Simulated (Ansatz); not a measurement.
Take CdSe in the wurtzite structure (space group P6_3mc, No. 186; a = 4.383 Å, c = 7.155 Å) as the base.

Levels (all Ansatz, a quantum-chemistry and plane-wave program, PAW, earlier PAW set): PBE (420 eV, scalar-relativistic without spin-orbit coupling); HSE06 (420 eV, no spin-orbit coupling).

The geometry is relaxed with PBE.

| Property | Value |
|---|---|
| PBE lowest conduction level above the VBM at special points | Γ 0.54 eV; A 2.26 eV; L 2.90 eV |

Task: How does going to HSE06 change the lowest conduction level above the VBM at special points?

Result: The lowest conduction level above the VBM at special points becomes Γ 1.46 eV; A 3.21 eV; L 3.82 eV (PBE: Γ 0.54 eV; A 2.26 eV; L 2.90 eV).

Single points use the geometry relaxed with PBE. The levels and masses belong to the bands next to the band gap. Whether these cells are dynamically stable was not tested.
